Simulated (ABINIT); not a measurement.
**σyy against uniaxial strain in diamond-structure Sn (space group 227): C12 (ABINIT, LDA)**

```
CELL_PARAMETERS angstrom
      0.00000     3.23605     3.23605
      3.18751     0.00000     3.23605
      3.18751     3.23605     0.00000
ATOMIC_POSITIONS crystal
  Sn 0.50000 0.50000 0.50000
  Sn 0.75000 0.75000 0.75000
```

Method: LDA (PW92), norm-conserving pseudopotentials (PseudoDojo nc-sr-04 LDA standard) (plane waves; ABINIT 10.0.3). Settings: pseudos = [Sn.upf]; ecut = 47 Ha; occopt = 3; tsmear = 0.00036749 Ha; ngkpt = 10 10 10; nshiftk = 1; shiftk = 0 0 0; potentials = PseudoDojo nc-sr-04 LDA standard; nband = 19; kptopt = 1; nstep = 80; toldfe = 1e-09 Ha. The cell above is the first row's. The rows stretch one cube axis (x) by the strain ε and hold the other two. Stress is positive in tension. In all rows fractional positions and the k mesh are held.

```
ε (%)  σyy (GPa)
-----  ---------
-1.5           ?
-1.0      -0.349
-0.5      -0.168
0.0        0.007
0.5        0.177
1.0        0.334
1.5        0.480
2.0        0.621
```

The 7 complete rows are fitted with a parabola, σyy against ε. Least squares gives σyy = 0.0088 + 0.34145·ε - 0.01767·ε². Residuals (row less fit): 0.0013, -0.0017, -0.0018, 0.0019, 0.0014, -0.0012, 0.0000; standard error 0.0019 (degrees of freedom: 4). The slope at ε = 0, 0.34145 GPa per cent, gives C12 ≈ 100 × 0.34145 = 34 GPa, for the static lattice.

Question: Predict the withheld σyy at ε = -1.5 from the fit, and compare with the calculation.

Answer: σyy = 0.0088 + 0.34145 × (-1.5) - 0.01767 × (-1.5)² = -0.5431 GPa. The calculation gives -0.538 GPa, 0.0051 GPa above the prediction (0.4 % of the range of σyy in the table). The row lies outside the fitted rows, so this is an extrapolation. From the scatter of the fitted rows alone, a prediction at this place has a standard error of 0.0036 GPa, so the miss is 1.4 times that.

Carrying the step between the two nearest rows on in a straight line would have given -0.530, off by 0.008; series whose last step already gives the withheld value aren't shown. The reference cell has the volume at which an earlier scan in this program and functional put its minimum by a fit. This is grey tin, the low-temperature phase. The runs keep the symmetry of the cell, so they don't test it for distortions. The unstrained cell stands at a pressure of -0.01 GPa, and the constants belong to that pressure. By symmetry this strain leaves no force on the atoms; the largest in the rows is 0.000 eV/Å. Without a gap such slopes are sensitive to mesh and smearing. Cutoffs and mesh are single choices, not tested for convergence of this quantity. Series with a scatter that would blur these digits, or in which a gap closes, are not shown. Strain series were run only where this level's volume lies within 10 % of a first guess from the measured size.
